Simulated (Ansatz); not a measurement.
White tin (β-Sn) was calculated with PBEsol+SOC in Ansatz (PAW).

Run with plane-wave cutoff 520 eV, 20×20×20 k mesh, Fermi–Dirac smearing 0.05 eV, PAW data made under PBE.

Cell (relaxed at this level):

```xyz
2
Lattice="-2.9191 2.9191 1.5770 2.9191 -2.9191 1.5770 2.9191 2.9191 -1.5770" Properties=species:S:1:pos:R:3 pbc="T T T"
Sn     2.9191     0.0000     0.7885
Sn     0.0000     0.0000     0.0000
```

Task: Predict the bulk modulus B0 and pressure derivative B′ of the bulk modulus.

Result: 
* **bulk modulus B0**: 55.9 GPa
* **pressure derivative B′ of the bulk modulus**: 4.8

The run finds no gap.

Measured, for comparison: bulk modulus 57.0 GPa (temperature not stated, not corrected to a static lattice; as tabulated in Chen et al. (2023), arXiv:2209.05059). Computed (rounded) less measured: bulk modulus -2 %.

Note: the bulk modulus comes from volumes at which shape and atoms were relaxed.

Computed values are for the static lattice.

The result took roughly 70 core-minutes.

Ansatz is a quantum-chemistry and plane-wave program.
